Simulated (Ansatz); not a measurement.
## Pressure series in HfO2

The parent structure is HfO$_{2}$ (space group P4_2/nmc, No. 137; a = 3.6048 Å, c = 5.2650 Å).

Cell and atoms are relaxed at each pressure.

The values are results of Ansatz (an electronic-structure program) PBE, no SOC, earlier PAW set, not measurements.

```tsv
pressure (GPa)	volume per atom (Å³/atom)
-2	11.545
-1	11.472
0	11.403
3	11.212
7	10.987
15	10.611
30	?
50	9.526
```

Fit the third-order Birch–Murnaghan form P(V) = (3B₀/2)[(V₀/V)^(7/3) − (V₀/V)^(5/3)]·[1 + (3/4)(B₀′ − 4)((V₀/V)^(2/3) − 1)] (squares taken in P) to the rows shown and predict the withheld row.

Least squares on the printed values gives V₀ = 11.404 Å³/atom, B₀ = 171 GPa, B₀′ = 5.4; this predicts 10.062 Å³/atom, and the run gives 10.067 Å³/atom, 0.005 higher.

Load acts through the strain it causes; cell and atoms are relaxed under it. Whether these cells are dynamically stable was not tested. No other phases were tried under pressure. This is not the structure that HfO2 has at room temperature and ambient pressure.
